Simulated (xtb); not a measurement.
xtb 6.7.1, GFN2-xTB: Nb(SH)3(OSiH3)2 ([SiH3][O][Nb]([SH])([SH])([SH])[O][SiH3]), 17 atoms. The geometry is a generated start, not checked to be a minimum at this level.

run flags: --grad
method: GFN2-xTB
--acc: 1 (default)
--etemp (K): 300 (default)
basis functions: 77
valence electrons: 52

```xyz
17

Nb     0.0387    -0.1311     0.0239
S      2.0479    -1.2648     0.8635
H      1.6265    -1.4722     2.1112
S     -1.8117    -1.5582    -0.8130
H     -2.4709    -0.5689    -1.4180
S     -0.3205     2.3013     0.0439
H      0.2971     2.6192    -1.0939
O     -0.6653    -0.1628     1.6691
Si    -1.4713    -0.0625     3.0717
H     -2.4394    -1.1623     3.0441
H     -2.0911     1.2664     3.0646
H     -0.4496    -0.2314     4.1118
O      0.8255     0.0057    -1.5834
Si     1.5876     0.0805    -3.0113
H      1.9877    -1.2864    -3.3402
H      2.7218     0.9921    -2.8103
H      0.5871     0.6351    -3.9338
```

Charge 0 and multiplicity 1 are set for this test and not shown to be the ground state.

One run each on 1 thread. Values of broydamp tried: 0.02, 0.05, 0.1, 0.2, 0.4 (default), 0.6, 0.8, 1.

Problem. Which value of broydamp needs the fewest SCC iterations, and what happens away from it?

Solution. Fewest SCC iterations, within one of each other: 0.1 with 23, 0.2 with 24. The count rises to 40 at 0.02. All converge to one solution.

```json
[
 {"broydamp": "0.02", "SCC iterations": "40", "end": "same solution"},
 {"broydamp": "0.05", "SCC iterations": "29", "end": "same solution"},
 {"broydamp": "0.1", "SCC iterations": "23", "end": "same solution"},
 {"broydamp": "0.2", "SCC iterations": "24", "end": "same solution"},
 {"broydamp": "0.4 (default)", "SCC iterations": "26", "end": "same solution"},
 {"broydamp": "0.6", "SCC iterations": "32", "end": "same solution"},
 {"broydamp": "0.8", "SCC iterations": "35", "end": "same solution"},
 {"broydamp": "1", "SCC iterations": "38", "end": "same solution"}
]
```
